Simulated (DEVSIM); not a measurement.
System: abrupt Si p-n junction, at 300 K.

Layer 1 from the left is Si, thickness (μm) 1.80, Na (cm⁻³) 5e18, τn (s) 1.4e-5, τp (s) 1.4e-5. Layer 2 from the left is Si, thickness (μm) 22.0, Nd (cm⁻³) 7.7e14, τn (s) 1.4e-5, τp (s) 1.4e-5.

Left contact: ohmic. Right contact: ohmic. Voltage is applied to the left contact. Recombination: SRH at mid-gap, radiative, Auger. Gap narrowing is on: ΔEg = 6.92 meV × (l + √(l² + 0.5)), l = ln(N/1.3e17 cm⁻³), shared equally by both band edges. Mobility is μmin + (μ − μmin)/(1 + (N/Nref)^α).

The device is made up for the run: typed textbook-type constants, with dimensions and the other settings drawn at random. Values at 300 K.

Si: gap (eV) 1.124, affinity (eV) 4.05, permittivity 11.7, Nc (cm⁻³) 2.86e19, Nv (cm⁻³) 3.1e19, μn (cm²/Vs) 1417, μp (cm²/Vs) 470, μn,min 52, μp,min 45, Nref,n 9.7e16, Nref,p 2.2e17, αn 0.68, αp 0.72, B (cm³/s) 4.7e-15, Cn (cm⁶/s) 2.8e-31, Cp (cm⁶/s) 9.9e-32.

DEVSIM, 1D drift-diffusion, Boltzmann statistics, complete ionisation; no tunnelling, impact ionisation, image-force lowering or self-heating.

Q: What does the simulation give for the potential step across the device at zero bias, the largest field in the device at zero bias, the dark forward voltage at 100 A/cm²?

A: potential step across the device at zero bias 0.779 V; largest field in the device at zero bias 89000 V/cm; dark forward voltage at 100 A/cm² 0.803 V.
